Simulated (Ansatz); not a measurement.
Consider the following.

End structure of the (100) surface of alpha tin, 1x1 canted dihydride (bottom of the slab: dihydride, held):

```
CELL_PARAMETERS angstrom
      4.70718     0.00000     0.00000
      0.00000     4.70718     0.00000
      0.00000     0.00000    30.50000
ATOMIC_POSITIONS crystal
  Sn 0.50000 0.00000 0.29950
  Sn 0.50000 0.50000 0.35407
  Sn 0.99998 0.50000 0.40792
  Sn 0.99532 0.00000 0.46201
  Sn 0.49523 0.00000 0.51617
  Sn 0.51662 0.50000 0.57016
  Sn 0.01752 0.50000 0.62420
  Sn 0.92457 0.00000 0.67462
  H  0.78724 0.00000 0.26256
  H  0.21276 0.00000 0.26256
  H  0.07841 0.00000 0.72615
  H  0.55823 0.00000 0.68390
```

Model: 12-atom slab, 14.5 Å thick at the start with caps and adatoms, 6x6x1 mesh, Fermi-Dirac 0.025 eV, dipole correction, single point; on the structure that PBE left under its start's symmetry; no spin, no spin-orbit, no U. In PBE it is, or lies within 0.01 eV a 1x1 cell of, the lowest of the 2 structures of its composition computed so far; subsurface sites and larger cells were not tried.

**Question.** Predict the gap of the slab on its k-mesh from Ansatz (a first-principles code) with r2SCAN, at the PBE geometry.

**Answer.** 0.48 eV

**Question.** Give the highest filled level below the top vacuum level at the level r2SCAN, at the PBE geometry.

**Answer.** 4.81 eV
